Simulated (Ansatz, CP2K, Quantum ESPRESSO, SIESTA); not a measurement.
Code comparison for InF3 (P1, 8 atoms in the cell)

Self-consistent single point, at a second geometry (atoms moved at random). First geometry:

```
InF3
1.0
    2.60214     1.50235     4.90751
   -2.60214     1.50235     4.90751
    0.00000    -3.00469     4.90751
In F
2 6
Direct
  0.50000   0.50000   0.50000
  0.00000   0.00000   0.00000
  0.39571   0.75000   0.10429
  0.60429   0.25000   0.89571
  0.10429   0.39571   0.75000
  0.89571   0.60429   0.25000
  0.75000   0.10429   0.39571
  0.25000   0.89571   0.60429
```

Second geometry:
```xyz
8
Lattice="2.6021 1.5023 4.9075 -2.6021 1.5023 4.9075 0.0000 -3.0047 4.9075" Properties=species:S:1:pos:R:3 pbc="T T T"
In     0.0284    -0.0782     7.3589
In    -0.0032     0.0405    -0.0521
F     -0.8883     1.3489     6.1883
F      0.9109    -1.3773     8.5844
F     -0.7538    -1.5207     6.1649
F      0.7151     1.5100     8.5738
F      1.6835     0.1342     6.1521
F     -1.6925    -0.0573     8.5586
```

Shared settings, as Ansatz (a quantum-chemistry and plane-wave program) writes them: kpoints.mp_grid.grid = 5 5 5; scf.occupations.method = fermi_dirac; scf.occupations.width = 0.05 eV. Potentials and cutoffs stand in the table.

```csv
code,model,ΔF from the first geometry (meV/atom),pressure (GPa),largest force (eV/Å),gap on the mesh (eV),cutoff
CP2K,"LDA (Pade form), GPW, DZVP-MOLOPT-SR-GTH basis, GTH-PADE potentials (GTH_POTENTIALS)",18.1,-1.10,–,3.793,grid 550 Ry
Quantum ESPRESSO,"LDA (PZ), GBRV 1.5 ultrasoft (LDA) pseudopotentials",14.6,-4.72,1.329,3.894,40 Ry
Ansatz,"LDA (PW92), default PAW files made with PBE",15.6,-3.88,1.367,3.924,default
SIESTA,"LDA PW92, numerical atomic orbitals DZP, PseudoDojo LDA standard norm-conserving potentials (rewritten from UPF to PSML)",18.3,-1.55,1.403,3.695,grid 300 Ry
```

Size of the force on each atom (eV/Å): Sizes of forces hide their directions.

```tsv
code	In1	In2	F3	F4	F5	F6	F7	F8
Quantum ESPRESSO	1.329	1.137	0.896	0.648	0.642	0.200	0.490	0.379
Ansatz	1.367	1.170	0.913	0.705	0.650	0.155	0.493	0.325
SIESTA	1.403	1.240	0.946	0.863	0.698	0.058	0.528	0.156
```

A dash marks a value that a program does not give, or that is left out as unsure.

Gaps are read on the mesh.

The spread over the programs that give each value: ΔF from the first geometry within 3.7 meV/atom; pressure within 3.62 GPa; largest force within 0.074 eV/Å; gap on the mesh within 0.229 eV.

CP2K and SIESTA use small atom-centred bases, whose incompleteness enters pressures, forces and empty levels differently from a plane-wave cutoff. Ansatz's pressure is given at a fixed set of plane waves, as the other plane-wave codes print theirs; with its correction for the finite basis it is -2.94 GPa (the shift of 0.95 GPa shows how far the cutoff is from converged). The same LDA comes in different parametrisations, which differ slightly. In the pressure, CP2K (by 3.20) and SIESTA (by 2.75) lie more than 1 GPa from the median of the plane-wave programs. In the gap, SIESTA (by 0.213) lies more than 0.12 eV from the median of the plane-wave programs. In the force vectors, SIESTA (by 0.286) lies more than 0.08 eV/Å from the median of the plane-wave programs.

The starting cell comes from a database of computed structures (which also holds hypothetical and non-ambient phases and stackings), without a prior relaxation at this level. For this run, on top of that: atoms moved at random.

Keys are those of Ansatz 0.2.
